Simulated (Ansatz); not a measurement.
Start from WSi₂ (space group I4/mmm, No. 139; relaxed with 0.1 eV smearing).

```yaml
crystal:
  lattice:
    - [-1.60119, 1.60119, 3.90885]
    - [1.60119, -1.60119, 3.90885]
    - [1.60119, 1.60119, -3.90885]
  atoms:
    - { symbol: Si, position: [0.66552, 0.66552, 0.00000] }
    - { symbol: Si, position: [0.33448, 0.33448, 0.00000] }
    - { symbol: W, position: [0.00000, 0.00000, 0.00000] }
```

Cartesian axes are those of the cell as printed.

Computed with PBEsol/PAW in Ansatz (a quantum-chemistry and plane-wave program), no spin-orbit coupling.

One thing is altered: the cell is scaled by 1.0150 in all directions; the atoms relax in the strained cell.

Problem. Predict the stress tensor and what it implies for the stiffness.

Solution. Stress of the strained cell less that of the base (GPa, compression positive):
```
   -9.0     0.0     0.0
    0.0    -9.0     0.0
    0.0     0.0   -10.1
```

Then B = −ΔP/(ΔV/V₀) with ΔV/V₀ = 0.0457 gives secant stiffness values (nonlinear terms included at this strain): B (at held cell shape, above the free-shape value) ≈ 206 GPa.

As a check, the harmonic strain energy −½ V₀ Δσ:ε is 18 meV/atom; the computed energy rise is 19 meV/atom.

No phonon test of stability was made. All final runs are without spin polarisation.
